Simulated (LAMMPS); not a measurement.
MD from the crystal across the composition of Ag (fcc) with a share x of Ag sites Au; each row has its own temperature.

All values are model results, not measurements: classical MD, pair style eam, the elements' _u3.eam files (universal-3 set of Foiles, Baskes and Daw), run in LAMMPS.

```json
[
 {"x": "0.25", "volume": "17.8921 ± 0.0007 Å³/atom", "state": "crystal; no diffusion seen in 30 ps", "enthalpy": "-2.8977 ± 0.0002 eV/atom", "T (K)": "880"},
 {"x": "0.5", "volume": "17.7587 ± 0.0005 Å³/atom", "state": "crystal; no diffusion seen in 30 ps", "enthalpy": "-3.1694 ± 0.0001 eV/atom", "T (K)": "900"},
 {"x": "0.75", "volume": "17.6897 ± 0.0005 Å³/atom", "state": "crystal; no diffusion seen in 30 ps", "enthalpy": "-3.4266 ± 0.0001 eV/atom", "T (K)": "920"}
]
```

Caution: the random arrangement on this lattice is imposed, and need not be a phase that exists in equilibrium.

Caution: a run this short can hold a crystal over, or a liquid under, the potential's own melting point, which these runs don't give.

States go by the mean squared displacement: a species diffuses where it passes 1.5 Å², still rises and gives D over 1e-6 cm²/s; a crystal has left its structure where atoms lie 0.35 Å off their sites on average or a cubic box changes its shape by 3 %, or the axial ratios of another lie 8 % off the starting cell's, which the potential's own relaxation can also do.

Uncertainties are statistical and leave out the potential's own error.
